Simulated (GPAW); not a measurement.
Troubleshooting GPAW: a failed run on HfMg₃O₄ (Pm-3m, 8 atoms in the cell). The aim is a self-consistent single point with DFT PBEsol, plane waves, GPAW PAW datasets PBEsol (made by gpaw-setup).

Cell that was meant: a = 4.4935 Å, b = 4.4935 Å, c = 4.4935 Å, α = 90.00°, β = 90.00°, γ = 90.00°.

Part of the input:

```python
              pbc=True)

calc = GPAW(mode={'name': 'pw', 'ecut': 950},
            functional='PBEsol',
            kpts=(5, 5, 5),
            occupations={'name': 'methfessel-paxton', 'width': 0.272, 'order': 1},
            nbands=-12,
```

Output, abridged:

```
Traceback (most recent call last):
   [... frames left out ...]
TypeError: Unknown GPAW parameter: functional
```

Problem. Read the log: what does the program object to, and what is the fix?

Solution. The fault is a keyword that the program does not know. The program does not know a key of this name. To fix it, use the program's own name for the key. The program stopped before any SCF iteration.

An input that runs soundly differs in these lines (not the only fix; some lines may just follow from the change or write a value another way):
```diff
-            functional='PBEsol',
+            xc='PBEsol',
```

With that input, the run converged in 27 iterations: free energy E − TS (from the program's reference atoms) -53.9529 eV; Fermi level (on the code's own zero) 9.84 eV (DFT PBEsol, plane waves, GPAW PAW datasets PBEsol (made by gpaw-setup)).

On the sound input: the starting cell comes from a database of computed structures (which also holds hypothetical and non-ambient phases and stackings), without a prior relaxation at this level. Its lattice was rescaled by a random factor within 2.5 % of one.
